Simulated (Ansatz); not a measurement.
Be3P2 (model structure), treated with HSE06 (Ansatz, a first-principles code, PAW).

Settings: plane-wave cutoff 520 eV, 12×12×6 k mesh (along the axes of the cell as run), Fermi–Dirac smearing 0.03 eV, scalar-relativistic PAW data made under PBE.

Starting structure:

```
CELL_PARAMETERS angstrom
      3.47014     0.00000     0.00000
     -1.73507     3.00523     0.00000
      0.00000     0.00000     5.40700
ATOMIC_POSITIONS crystal
  P  0.33333 0.66667 0.24670
  P  0.66667 0.33333 0.75330
  Be 0.00000 0.00000 0.00000
  Be 0.33333 0.66667 0.64700
  Be 0.66667 0.33333 0.35300
```

Q: Into what structure does the relaxation of cell and atoms lead at this level, with the symmetry of the start kept?

A: The volume rises by 7.0 %; final space group P-3m1.
```
CELL_PARAMETERS angstrom
      3.49396     0.00000     0.00000
     -1.74698     3.02586     0.00000
      0.00000     0.00000     5.70653
ATOMIC_POSITIONS crystal
  P  0.33333 0.66667 0.23789
  P  0.66667 0.33333 0.76211
  Be 0.00000 0.00000 0.00000
  Be 0.33333 0.66667 0.62114
  Be 0.66667 0.33333 0.37886
```

Note: the relaxation could raise the start's symmetry but not lower it, so the cell can be a saddle point.

A model structure was made by putting elements into a prototype or built by hand; it is no filed structure, need not be a known phase, and can be a saddle point held by its symmetry.
